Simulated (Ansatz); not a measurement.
Ansatz (a quantum-chemistry and plane-wave program), DFT, PBE, plane waves, its default PAW files: cubic perovskite SrTiO3, atoms displaced (Sr8Ti8O24), 40 atoms. Basis and mesh were picked for this test and aren't claimed converged.

```yaml
cell: 7.81, 7.81, 7.81 Å; 90, 90, 90°
distance_to_the_nearest_atom: 1.87 to 2.71 Å
task: single point
k mesh: 2×2×2
hamiltonian.xc: pbe
kind_of_files: paw
scf.occupations.method: fixed
output.forces: true
memory maximum (--max-ram): 200GiB
accuracy: medium (default)
basis.precision: auto (default)
basis.xc_grid: 2 (default)
scf.eigensolver.kind: auto (default)
scf.mixing.algorithm: auto (default)
scf.mixing.preconditioner: auto (default)
scf.convergence.dr2_threshold: 4.7638e-07 (default)
scf.lower_state_search: light (default)
k-points after symmetry: 8
bands_at_the_start: 200
electrons: 320
plane waves at Γ: 9315
cutoff (eV): 420
FFT grid: 54×54×54
symmetry_operations: 1
```

It runs on a single node (AMD EPYC (Zen 5), 96 cores on 1 socket, no SMT, 12 L3 cache groups).

Times are wall-clock medians of two to five runs, from launch to exit, with nothing else on the machine. Unless noted, each process is bound to its own block of adjacent cores. Build: release build for x86-64 with AVX-512, one process with threads. Other compilers and libraries give other times. Scratch files lie in a memory file system.

Measured:

```
cores      layout  wall time
-----  ----------  ---------
2       2 threads     6.58 s
4       4 threads     3.88 s
8       8 threads     2.65 s
16     16 threads     1.78 s
24     24 threads     1.50 s
32     32 threads     1.16 s
```

Task: Fit T(p) = s + w/p to these times and predict the runs with 48 threads and with 64 threads. How well does the fit hold?

Result: A fit of relative deviations gives s = 0.912 s and w = 12.1 core-seconds; it misses the rows shown by at most 10 %.

| cores | layout | fit | measured | measured against fit |
|---|---|---|---|---|
| 48 | 48 threads | 1.16 s | 1.09 s | -6 % |
| 64 | 64 threads | 1.10 s | 1.15 s | +5 % |

Efficiency, counted from 2 cores, is near one half at 16 cores. The shortest time, 1.1 s, comes at 48 cores (32, 64: level within 8 % or the scatter of repeats); at 96 the run, laid out as 96 threads, is slower again (1.3 s). The share that grows most is that of set-up and steps outside the phases: from 4.4 % of the time on 2 cores to 15 % on 96. The largest part on 96 cores, band solves (diag), takes 5.0 s on 2 and 0.77 s there.

Keys are those of Ansatz 0.2.
